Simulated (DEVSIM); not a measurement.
Device: Mo/SiO2/p-Si capacitor, at 400 K.

Layer 1 from the left is SiO2, thickness (nm) 18.0. Layer 2 from the left is Si, thickness (nm) 960, Na (cm⁻³) 3.6e17.

Metal gate on the left, work function 4.6 eV. Fixed charge at the semiconductor interface 0 cm⁻² (in units of +e); no interface traps.

This is a model device: material constants are rounded textbook-type values typed into the input, and sizes, dopings and lifetimes were drawn at random. Values at 300 K; Nc and Nv go as T^1.5, mobilities as T to minus their exponent, the gap by Varshni's rule with the affinity fixed.

SiO2: gap (eV) 9, affinity (eV) 0.9, permittivity 3.9. Si: gap (eV) 1.124, affinity (eV) 4.05, permittivity 11.7, Nc (cm⁻³) 2.86e19, Nv (cm⁻³) 3.1e19, Varshni α (eV/K) 0.000473, Varshni β (K) 636.

Model (solved in DEVSIM): 1D Poisson equation in equilibrium, Boltzmann statistics, complete ionisation; no quantum confinement or tunnelling. Metal contacts follow the ideal Schottky-Mott rule: no Fermi-level pinning, no interface dipoles.

**Question.** What does the simulation give for the flat-band voltage, the minimum of the low-frequency capacitance?

**Answer.** flat-band voltage -0.38 V; minimum of the low-frequency capacitance 0.105 μF/cm².
